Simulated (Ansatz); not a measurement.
## Carrier properties of MgO (I4/mmm)

Given:

```
CELL_PARAMETERS angstrom
      0.00000     2.11361     2.10309
      2.11361     0.00000     2.10309
      2.11361     2.11361     0.00000
ATOMIC_POSITIONS crystal
  Mg 0.00000 0.00000 0.00000
  O  0.50000 0.50000 0.50000
```

These are PBEsol, rigid bands (plane waves, PAW, scalar-relativistic; Ansatz, a first-principles code) values and carry that method's errors. Condition of this run: biaxial stress xx = yy = -1 GPa (compression positive) (the target of the relaxation). How the cell was made: cell and atoms relaxed with PBEsol, then loaded as said.

```yaml
band_gap: 4.58 eV
electron conductivity mass (300 K, dilute): 0.35 mₑ
hole conductivity mass (300 K, dilute): 2.3 (x), 2.3 (y), 2.2 (z) mₑ
effective density of states N_c (300 K): 5.2e18 cm⁻³
effective density of states N_v (300 K): 2.7e20 cm⁻³
density_of_states_mass_electrons: 0.35 mₑ
density_of_states_mass_holes: 4.9 mₑ
Seebeck coefficient, n-type 1e19 cm⁻³, 300 K: -171 μV/K
best n-type power factor at 300 K for τ = 10 fs (best axis; densities from 1e16 to 1e21 cm⁻³ tried, whether or not they can be reached): 2.3 μW/(cm·K²) at 3e19 cm⁻³
Seebeck coefficient, p-type 1e19 cm⁻³, 300 K: 506 μV/K
```

Rigid bands; masses and Seebeck coefficients take one relaxation time τ for all states and one kind of carrier; polarons and phonon drag are left out. Spin-orbit coupling is left out.
